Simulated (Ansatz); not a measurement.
The parent structure is YP in the zinc blende structure (space group F-43m, No. 216; a = 6.290 Å; a hypothetical phase, not in the database extracts checked).

(Cell as relaxed with PBE.)

Levels (all Ansatz, a first-principles code, PAW): PBE (420 eV, without spin-orbit coupling); r2SCAN (500 eV, no spin-orbit coupling).

Each level relaxes its own structure.

```csv
quantity,PBE,r2SCAN
volume per atom,31.10 Å³,?
lattice parameter a,6.290 Å,?
band gap,1.64 eV,?
gap character,direct at X,?
```

Problem. Given the PBE results, estimate those of r2SCAN.

Solution. 
- volume per atom, r2SCAN: 31.09 Å³
- lattice parameter a, r2SCAN: 6.289 Å
- band gap, r2SCAN: 1.94 eV
- gap character, r2SCAN: direct at X

PBE's band gap lies 0.30 eV below r2SCAN's; the two agree on the gap character. Neither level is exact; r2SCAN is the comparison here, not a measurement.

Stability against distortions was not tested.
